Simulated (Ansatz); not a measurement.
## A computed series for Mg: response to strain

The parent structure is Mg in the hcp (Mg type) structure (space group P6_3/mmc, No. 194; a = 3.1751 Å, c = 5.1628 Å; relaxed with 0.1 eV smearing). Axes: x lies along a and z along c of the hexagonal cell.

Strains are applied to the cell and any free atomic positions relax.

Method: PBEsol (Ansatz, a quantum-chemistry and plane-wave program), no SOC.

Notes on the quantities. energy relative to the base: free energy F.

```csv
variant,volume per atom,energy relative to the base
base,22.54 Å³,0 meV/atom
tensor shear ε_xz = +0.29 %,22.54 Å³,0.0 meV/atom
tensor shear ε_xz = +1.14 %,22.53 Å³,+0.7 meV/atom
tensor shear ε_xz = +1.43 %,22.53 Å³,+1.1 meV/atom
tensor shear ε_xz = +0.86 %,22.54 Å³,+0.4 meV/atom
tensor shear ε_xz = +0.57 %,22.54 Å³,+0.2 meV/atom
tensor shear ε_xz = +1.71 %,22.53 Å³,+1.5 meV/atom
tensor shear ε_xz = +2.00 %,22.53 Å³,+2.1 meV/atom
```

Stability against distortions was not tested.
